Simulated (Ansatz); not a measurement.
# hcp Sc (0 0 1) on zinc-blende GaP (0 0 1) (film strained to the substrate, started from cuts of the bulks and a machine-learned relaxation; slabs Ga18P15 and Sc20, which can lie off the formulas)

A periodic stack without vacuum, hcp Sc (0 0 1) on zinc-blende GaP (0 0 1) (film strained to the substrate, started from cuts of the bulks and a machine-learned relaxation; slabs Ga18P15 and Sc20, which can lie off the formulas): substrate slab Ga18P15, film Sc20, surface cells [[-1, 1], [-2, -1]] and [[-1, 2], [-2, -1]], film strained by -4.2 and -0.5 %, outermost planes Ga/Ga and Sc/Sc as cut, which need not be the usual terminations and can put a slab off its formula.

The start was prepared with a machine-learned potential, and the result is one local minimum, with the in-plane cell held and forces under 0.04 eV/Å; the film can end far from its bulk form.

Computed with PBE (plane waves to 420 eV, PAW; Ansatz, a first-principles code). No spin–orbit coupling; the runs are not spin-polarised; PBE gaps are too small against experiment. Its k-point mesh 3×5×1, Fermi–Dirac width 0.05 eV.

- interface area: 45.5 Å²
- period: 25.28 Å
- heights between the nearest atoms of the two slabs at the two interfaces: -2.77 and 1.36 Å
- Ga–Sc contacts across the interfaces within 1.22 times the sum of covalent radii: 30, mean 2.95 Å
- P–Sc contacts across the interfaces within 1.22 times the sum of covalent radii: 13, mean 2.76 Å

```
Ga18Sc20P15
1.0
    8.70790    -0.00044     0.04440
    1.74193     5.22349    -0.12130
   -3.04649    -2.23524    25.33011
Ga P Sc
18 15 20
Direct
  0.68662   0.72504   0.14315
  0.35280   0.37256   0.14702
  0.02271   0.06736   0.14651
  0.96756   0.59955   0.03887
  0.63572   0.22333   0.03645
  0.38103   0.67174   0.03725
  0.73339   0.85347   0.36211
  0.39749   0.50517   0.36493
  0.07617   0.16915   0.36348
  0.04174   0.62192   0.25468
  0.71235   0.28765   0.25484
  0.38062   0.94022   0.25437
  0.81861   0.80097   0.54951
  0.41800   0.54649   0.66530
  0.10707   0.93403   0.55787
  0.04417   0.70674   0.47066
  0.79492   0.43520   0.47223
  0.45532   0.04559   0.47237
  0.84736   0.36341   0.08851
  0.49871   0.01816   0.08681
  0.17966   0.69331   0.09509
  0.89299   0.48224   0.31023
  0.55296   0.15000   0.30818
  0.22564   0.80740   0.30908
  0.53435   0.58238   0.19846
  0.19881   0.25256   0.20319
  0.86394   0.92444   0.19923
  0.09519   0.38108   0.57014
  0.65430   0.23486   0.52519
  0.42046   0.91643   0.55545
  0.58667   0.69340   0.41518
  0.24892   0.36683   0.42341
  0.91546   0.04465   0.41625
  0.35946   0.47491   0.55559
  0.62504   0.01196   0.63533
  0.04229   0.75021   0.64732
  0.26859   0.11049   0.64699
  0.84254   0.35212   0.60918
  0.06095   0.45551   0.74874
  0.47356   0.27328   0.75475
  0.86576   0.06852   0.74564
  0.26669   0.86524   0.75284
  0.66363   0.66916   0.73671
  0.28232   0.58999   0.84763
  0.70913   0.39186   0.84921
  0.10171   0.19195   0.86736
  0.49028   0.97875   0.85718
  0.88778   0.80150   0.84881
  0.12307   0.65908   0.95495
  0.50608   0.45276   0.94220
  0.88679   0.22367   0.97003
  0.34998   0.08516   0.98277
  0.73603   0.79330   0.95094
```
